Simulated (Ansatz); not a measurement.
ZnO (P6_3mc) under hydrostatic pressure (compression positive): hole mass along x by r2SCAN with spin-orbit coupling, rigid bands (plane waves, PAW; Ansatz, a quantum-chemistry and plane-wave program). The unloaded cell, whose axes the loads refer to:

```cif
data_O2Zn2
_chemical_formula_sum 'Zn2 O2'
_space_group_name_H-M_alt 'P63mc'
_space_group_IT_number 186
_space_group_name_Hall 'P 6c -2c'
_cell_length_a 3.22991
_cell_length_b 3.22991
_cell_length_c 5.21468
_cell_angle_alpha 90.000
_cell_angle_beta 90.000
_cell_angle_gamma 120.000
loop_
_atom_site_label
_atom_site_type_symbol
_atom_site_symmetry_multiplicity
_atom_site_Wyckoff_symbol
_atom_site_fract_x
_atom_site_fract_y
_atom_site_fract_z
_atom_site_occupancy
Zn1 Zn 2 b 0.66667 0.33333 0.49805 1
O1 O 2 b 0.33333 0.66667 0.37695 1
```

```tsv
hydrostatic pressure (compression positive) (GPa)	volume per atom (Å³)	hole mass along x (mₑ)
-6.6	12.39	1.92
-4.4	12.17	1.88
-2.2	11.96	1.84
0	11.78	1.81
2.2	11.61	1.78
4.4	11.45	?
8.8	11.16	1.72
13.2	10.91	1.68
```

Fit a straight line to ln(hole mass along x) against the load over the rows given, and predict the row at 4.4 GPa.

The means are x̄ = 1.571 GPa and ȳ = 0.5892; Σ(x − x̄)(y − ȳ) = -2.017 and Σ(x − x̄)² = 307.0, so the slope is -0.657 % per GPa, and the rows given lie within 0.94 % of the line. At 4.4 GPa the line gives 1.77 mₑ; the calculation gives 1.76 mₑ, 0.53 % from it.

Masses are for dilute carriers at 300 K, harmonic means over directions unless an axis is named. Stresses and pressures are the targets of the relaxation. The structure type is held at every load. Geometry: cell and atoms relaxed with PBEsol.
